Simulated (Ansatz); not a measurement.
## How a calculation on Ru2N (P-62m, 9 atoms in the cell) responds to its settings

```
Ru2N
1.0
    5.61984     0.00000     0.00000
   -2.80992     4.86693     0.00000
    0.00000     0.00000     3.28661
Ru N
6 3
Direct
  0.25600   0.00000   0.00000
  0.00000   0.25600   0.00000
  0.74400   0.74400   0.00000
  0.58900   0.00000   0.50000
  0.00000   0.58900   0.50000
  0.41100   0.41100   0.50000
  0.00000   0.00000   0.50000
  0.33333   0.66667   0.00000
  0.66667   0.33333   0.00000
```

Base run A: Ansatz (a first-principles code) with PBE, self-consistent single point.

Its settings: basis.ecutwfc = 420 eV; kpoints.mp_grid.grid = 4 4 5; hamiltonian.xc = pbe; hamiltonian.pseudopotentials = {kind: paw} (the program's default PAW files); scf.occupations.method = gaussian; scf.occupations.width = 0.272 eV.

The starting cell was generated: these elements placed on a structure prototype, without a prior relaxation; it need not be a known phase or ordering of this composition. Spin polarisation is off; with an odd number of electrons in the cell that forces a metal, and a magnetic state may lie lower. In the base run, with a pressure of about 45 GPa the cell is away from its equilibrium volume at this level. In the base run, forces exceed 1 eV/Å. Ansatz's pressure includes its estimate of the finite-basis (Pulay) stress. Without a gap this mesh is coarse (it stands for a supercell whose shortest vector is 16 Å).

Run A gave: pressure (GPa) 44.98; largest force (eV/Å) 1.822.

Runs:
- B: magnetization.noncollinear: default → true; magnetization.spin_orbit: default → true [PBE with spin-orbit coupling]
- C: hamiltonian.pseudopotentials: {kind: paw} (the program's default PAW files) → {kind: paw_fr}; magnetization.noncollinear: default → true; magnetization.spin_orbit: default → false
- D: hamiltonian.xc: pbe → lda; magnetization.noncollinear: default → true; magnetization.spin_orbit: default → true [LDA (PW92) with spin-orbit coupling]

What does run D change against A?

The pressure goes from 44.98 to 24.83 GPa and the largest force goes from 1.822 to 1.808 eV/Å.

What does run B change against A?

The pressure goes from 44.98 to 45.18 GPa and the largest force moves little (1.822 to 1.818 eV/Å).

```json
[
 {"run": "A", "pressure (GPa)": "44.98", "largest force (eV/Å)": "1.822"},
 {"run": "B", "pressure (GPa)": "45.18", "largest force (eV/Å)": "1.818"},
 {"run": "C", "pressure (GPa)": "44.98", "largest force (eV/Å)": "1.822"},
 {"run": "D", "pressure (GPa)": "24.83", "largest force (eV/Å)": "1.808"}
]
```

Keys are those of Ansatz 0.2.
